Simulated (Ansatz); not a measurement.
## Worked sum: formation energy of the neutral Si_W in WSi2 (I4/mmm)

This concerns the formation energy of the neutral Si_W in WSi2 (I4/mmm). Reaction: Si (diamond) + 36 WSi2 (I4/mmm) → cell A + W (bcc).

A: a supercell of 108 sites of WSi2 (I4/mmm) with Si on a W site (10 Si at 2.65–2.70 Å); spin state with PBE: run without spin.

Ansatz (a program for electronic structure) with PAW potentials; structures come from PBE relaxations, nuclei static, no net charge. Ansatz runs with its default PAW set. Other levels take these structures. The lattices are those relaxed with PBE, so at other levels the solids can be strained, which adds to the spread. Larger cells are relaxed from a start prepared with the learned potential CHGNet, on a coarser mesh till forces fall under 0.03 eV/Å, which some starts already meet. A dispersion term (D3(BJ), or D4 for r2SCAN) was computed beside these levels and is taken off wherever the name lacks it. The PAW files were made for PBE and serve at the other functionals too. Space groups of crystals are read within 0.01 Å. The runs are scalar-relativistic, without spin-orbit coupling. Mesh and cell size may move defect energies by 0.1 eV or more. The value holds for the reservoirs listed; other chemical potentials shift it. Cell A has symmetry P4/mmm within 0.02 Å and got no random move, so less symmetric positions, which may lie lower, weren't tried.

Total energies of the cells in eV, at zero smearing width. They compare only within one column; the weights balance every element.

| cell | atoms | weight | r2SCAN | PBE+D3(BJ) |
|---|---|---|---|---|
| A: WSi2:Si_W | 108 | +1 | -410584.87824 | -409975.12005 |
| W (bcc) | 1 | +1 | -10397.29610 | -10385.50596 |
| Si (diamond) | 2 | −1/2 | -1278.13039 | -1272.23499 |
| WSi2 (I4/mmm) | 108 | −1 | -420348.92259 | -419729.54112 |

r2SCAN: (-410584.87824) + (-10397.29610) − 1/2 × (-1278.13039) − (-420348.92259) = 5.813 eV.

PBE+D3(BJ): (-409975.12005) + (-10385.50596) − 1/2 × (-1272.23499) − (-419729.54112) = 5.033 eV.

What follows from the r2SCAN value: With the reservoirs of the reaction as written, and without entropy terms or charged states, the share of sites that hold the defect in equilibrium is exp(−5.81 eV/k_BT) = 5.2×10^-30 at 1000 K.
